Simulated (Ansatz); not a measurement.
Native point defects in rock-salt MgO, Mg-rich limit (Δμ(Mg) = 0.00 eV, Δμ(O) = -5.37 eV), Fermi level 0.40 eV above the valence-band maximum.

Level of theory: PBE, PAW (plane waves to 420 eV; Ansatz, a first-principles code). Cell and caveats: 64-site cell; 2×2×2 shifted k-points; host gap 4.46 eV; charged states image-corrected; corrections pass 1 eV, so highly charged states may be off by several tenths; flagged in the runs: for some of the defects a doubtful potential alignment, a strain field that reaches the edge of the cell.

| defect | charge | E_f at the VBM (eV) |
|---|---|---|
| O vacancy | +2 | -2.94 |
| O vacancy | +1 | -1.37 |
| O vacancy | 0 | 1.23 |
| Mg interstitial | +2 | 1.13 |
| O interstitial | 0 | 7.87 |
| O interstitial | −1 | 11.67 |
| O interstitial | −2 | 15.05 |

Problem. Which of these defects is cheapest at this Fermi level, each in its lowest charge state (E_f = E_f(VBM) + q E_F)?

Solution. O vacancy: q = +2, -2.94 + (+2)(0.4) = -2.14 eV; Mg interstitial: q = +2, 1.13 + (+2)(0.4) = 1.93 eV; O interstitial: q = 0, 7.87 + (0)(0.4) = 7.87 eV. Not listed: Mg vacancy, O interstitial started as a split pair with O. The cheapest of those listed is O vacancy.
